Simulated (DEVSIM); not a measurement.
Device: Si p-i-n diode, at 300 K.

```
layer (left to right)  material  thickness (μm)  Nd (cm⁻³)  Na (cm⁻³)  τn (s)  τp (s)
---------------------  --------  --------------  ---------  ---------  ------  ------
1                            Si           0.180          -     7.5e16  1.6e-5  1.6e-5
2                            Si            42.0     3.7e13          -  1.6e-5  1.6e-5
3                            Si            1.10     1.3e19          -  1.6e-5  1.6e-5
```

Left contact: ohmic. Right contact: ohmic. Voltage is applied to the left contact. Recombination: SRH at mid-gap, Auger. Mobility is μmin + (μ − μmin)/(1 + (N/Nref)^α).

Constants are typed, rounded textbook-type inputs, not results; the design itself was drawn at random and stands for no fabricated device. Values at 300 K.

```csv
parameter,Si
gap (eV),1.124
affinity (eV),4.05
permittivity,11.7
Nc (cm⁻³),2.86e19
Nv (cm⁻³),3.1e19
μn (cm²/Vs),1417
μp (cm²/Vs),470
"μn,min",52
"μp,min",45
"Nref,n",9.7e16
"Nref,p",2.2e17
αn,0.68
αp,0.72
Cn (cm⁶/s),2.8e-31
Cp (cm⁶/s),9.9e-32
```

Simulated with DEVSIM: 1D drift-diffusion, Boltzmann statistics, complete ionisation; no tunnelling, impact ionisation, image-force lowering or self-heating.

### Question
Give the dark forward current.

### Answer

```json
[
 {"V (V)": "0.05", "J (A/cm²)": "8.6e-9"},
 {"V (V)": "0.10", "J (A/cm²)": "4.2e-8"},
 {"V (V)": "0.15", "J (A/cm²)": "2.1e-7"},
 {"V (V)": "0.20", "J (A/cm²)": "1.2e-6"},
 {"V (V)": "0.25", "J (A/cm²)": "7.2e-6"},
 {"V (V)": "0.30", "J (A/cm²)": "4.7e-5"},
 {"V (V)": "0.35", "J (A/cm²)": "0.00031"},
 {"V (V)": "0.40", "J (A/cm²)": "0.0019"},
 {"V (V)": "0.45", "J (A/cm²)": "0.011"},
 {"V (V)": "0.50", "J (A/cm²)": "0.061"},
 {"V (V)": "0.55", "J (A/cm²)": "0.31"},
 {"V (V)": "0.60", "J (A/cm²)": "1.3"},
 {"V (V)": "0.65", "J (A/cm²)": "4.8"},
 {"V (V)": "0.70", "J (A/cm²)": "16"},
 {"V (V)": "0.75", "J (A/cm²)": "47"},
 {"V (V)": "0.80", "J (A/cm²)": "130"},
 {"V (V)": "0.85", "J (A/cm²)": "360"},
 {"V (V)": "0.90", "J (A/cm²)": "880"},
 {"V (V)": "0.95", "J (A/cm²)": "1900"},
 {"V (V)": "1.00", "J (A/cm²)": "3500"}
]
```
